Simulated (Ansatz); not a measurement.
Response to strain in ZrSi2

Consider ZrSi2 (space group Cmcm, No. 63).

```
ZrSi2
1.0
    1.84434    -7.42919     0.00000
    1.84434     7.42919     0.00000
    0.00000     0.00000     3.66679
Si Zr
4 2
Direct
  0.94827   0.05173   0.75000
  0.05173   0.94827   0.25000
  0.24981   0.75019   0.75000
  0.75019   0.24981   0.25000
  0.60584   0.39416   0.75000
  0.39416   0.60584   0.25000
```

Cartesian axes are those of the cell as printed.

Strains are applied to the cell and any free atomic positions relax; under biaxial strain the out-of-plane vector relaxes too.

Calculations: r2SCAN (Ansatz, a first-principles code, PAW, no spin-orbit coupling).

Candidates:
(a) biaxial strain −2.12 %, plane normal [001], relaxed out of plane
(b) uniaxial strain ε_zz = −4.50 %
(c) isotropic strain +4.61 %

Notes on the quantities. energy relative to the base: free energy F.

### Question
Order them by energy relative to the base, highest first.

### Answer
(c) isotropic strain +4.61 % (+115 meV/atom), (b) uniaxial strain ε_zz = −4.50 % (+34 meV/atom), (a) biaxial strain −2.12 %, plane normal [001], relaxed out of plane (+13 meV/atom)

Without a gap, meshes like the base's 13×13×13 leave anisotropic stresses uncertain by several tenths of a GPa, and small strain energies with them. Stability against distortions was not tested. The final runs are not spin-polarised.
